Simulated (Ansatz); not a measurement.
Consider the following.

```
CELL_PARAMETERS angstrom
      3.85422     0.00000     0.00000
     -1.92711     3.33786     0.00000
      0.00000     0.00000     5.50565
ATOMIC_POSITIONS crystal
  La 0.33333 0.66667 0.23337
  La 0.66667 0.33333 0.76663
  O  0.00000 0.00000 0.00000
  O  0.33333 0.66667 0.65653
  O  0.66667 0.33333 0.34347
```

No spin polarisation.

All numbers come from r2SCAN (Ansatz, a program for electronic structure, PAW, spin-orbit coupling left out). Γ-centred 10×10×6 mesh, Fermi–Dirac width 0.05 eV.

**Question.** Predict the electron mass, gap character and width of the top valence band.

**Answer.** 
* **Electron mass**: 1.1 mₑ along c, 1.0 mₑ across (at K)
* **Gap character**: indirect, L → K
* **Width of the top valence band**: 0.53 eV

Load acts through the strain it causes; cell and atoms are relaxed under it. Masses are band curvatures over ±0.01 Å⁻¹ around the edge. No phonon test of stability was made. Competing high-pressure phases were not computed. The cell was made from La2O3 (space group P-3m1, No. 164) by this change: pressure 22.5 GPa.
